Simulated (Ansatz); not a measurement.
**Re: response to strain**

Take Re in the hcp (Mg type) structure (space group P6_3/mmc, No. 194; a = 2.776 Å, c = 4.481 Å; relaxed with 0.1 eV smearing) as the base. Axes: x lies along a and z along c of the hexagonal cell.

Strains are applied to the cell and any free atomic positions relax.

Computed with PBE (Ansatz, a first-principles code, PAW, no spin-orbit coupling).

Notes on the quantities. energy relative to the base: free energy F.

```tsv
uniaxial strain ε_zz (%)	energy relative to the base (meV/atom)
0	0.0
0.5	0.8
1	3.0
1.5	?
2	11.7
2.5	18.1
3	25.8
```

Fit ΔE = Aε² + Bε³ (ε in %) to the rows shown and predict the withheld row.

Least squares on the printed values gives A = 3.05 and B = -0.061 meV/atom (largest residual 0.0 meV/atom); this predicts 6.7 meV/atom, and the run gives 6.7 meV/atom, in agreement.

Whether these cells are dynamically stable was not tested. All final runs are without spin polarisation.
